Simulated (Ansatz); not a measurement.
# Response to strain in hypothetical I4/mmm Ge

Start from Ge (space group I4/mmm, No. 139; a hypothetical phase, not in the database extracts checked; relaxed with 0.1 eV smearing).

```
CELL_PARAMETERS angstrom
     -3.47474     3.47474     2.00528
      3.47474    -3.47474     2.00528
      3.47474     3.47474    -2.00528
ATOMIC_POSITIONS crystal
  Ge 0.17859 0.17859 0.35718
  Ge 0.17859 0.82141 0.00000
  Ge 0.82141 0.17859 0.00000
  Ge 0.82141 0.82141 0.64282
```

Cartesian axes are those of the cell as printed.

Strains are applied to the cell and any free atomic positions relax; under biaxial strain the out-of-plane vector relaxes too; under stress the whole cell relaxes.

All numbers come from PBEsol, PAW, 420 eV (Ansatz, a first-principles code; without spin-orbit coupling).

Notes on the quantities. energy relative to the base: free energy F.

```json
[
 {"variant": "base", "energy relative to the base": "0 meV/atom", "shortest interatomic distance": "2.448 Å", "space group": "I4/mmm (No. 139)"},
 {"variant": "biaxial strain −4.77 %, plane normal [001], relaxed out of plane", "energy relative to the base": "+40 meV/atom", "shortest interatomic distance": "2.425 Å", "space group": "I4/mmm (No. 139)"},
 {"variant": "biaxial strain −0.75 %, plane normal [001], relaxed out of plane", "energy relative to the base": "+1.1 meV/atom", "shortest interatomic distance": "2.442 Å", "space group": "I4/mmm (No. 139)"},
 {"variant": "isotropic strain −0.74 %", "energy relative to the base": "+2.4 meV/atom", "shortest interatomic distance": "2.428 Å", "space group": "I4/mmm (No. 139)"},
 {"variant": "uniaxial stress, 8 GPa compression along x", "energy relative to the base": "+71 meV/atom", "shortest interatomic distance": "2.429 Å", "space group": "Immm (No. 71)"}
]
```

A biaxial case was relaxed in a doubled cell and then solved in the primitive one. Beyond what the load breaks, stability against distortions was not tested.
